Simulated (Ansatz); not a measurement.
## Effect of pressure 3 GPa on hypothetical diamond Cr

The parent structure is Cr in the diamond structure (space group Fd-3m, No. 227; a = 5.008 Å; non-magnetic; a hypothetical phase, not in the database extracts checked).

One thing is altered: a hydrostatic pressure of 3 GPa.

Method: Ansatz (a first-principles code), PBEsol, PAW, cutoff 420 eV, spin-orbit coupling left out. Γ-centred 16×16×16 mesh, Fermi–Dirac width 0.05 eV.

- Lattice parameter a: 4.966 Å (base 5.008 Å)
- Shortest interatomic distance: 2.150 Å (base 2.169 Å)
- Enthalpy H = E + PV relative to the base's energy: +0.29 eV/atom
- Band gap: zero (base zero)

Load acts through the strain it causes; cell and atoms are relaxed under it. No phonon test of stability was made. Seeded moments were not kept for the base. All final runs are without spin polarisation. Cr has a high density of states at the Fermi level and may be magnetic at this level.
